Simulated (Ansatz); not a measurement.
# Pressure series in TiC

The reference is TiC in the rock salt structure (space group Fm-3m, No. 225; a = 4.3278 Å).

Cell and atoms are relaxed at each pressure.

Level of theory: Ansatz (a first-principles code), r2SCAN, PAW, cutoff 500 eV, without spin-orbit coupling.

Notes on the quantities. enthalpy: H = E + PV relative to the base's energy.

| variant | volume per atom | enthalpy |
|---|---|---|
| base | 10.13 Å³ | – |
| pressure −2 GPa | 10.21 Å³ | -0.13 eV/atom |
| pressure −1 GPa | (withheld) | -0.06 eV/atom |
| pressure 0.9 GPa | 10.10 Å³ | +0.06 eV/atom |
| pressure 2.1 GPa | 10.05 Å³ | +0.13 eV/atom |
| pressure 4.5 GPa | 9.97 Å³ | +0.28 eV/atom |
| pressure 9 GPa | (withheld) | +0.56 eV/atom |
| pressure 15 GPa | 9.62 Å³ | +0.92 eV/atom |
| pressure 22.5 GPa | (withheld) | +1.37 eV/atom |
| pressure 30 GPa | 9.22 Å³ | +1.81 eV/atom |

Task: Fill in the withheld entries from the trend.

Result: 
- pressure −1 GPa, volume per atom: 10.17 Å³
- pressure 9 GPa, volume per atom: 9.81 Å³
- pressure 22.5 GPa, volume per atom: 9.41 Å³

Load acts through the strain it causes; cell and atoms are relaxed under it. Whether these cells are dynamically stable was not tested. Competing high-pressure phases were not computed. All final runs are without spin polarisation.
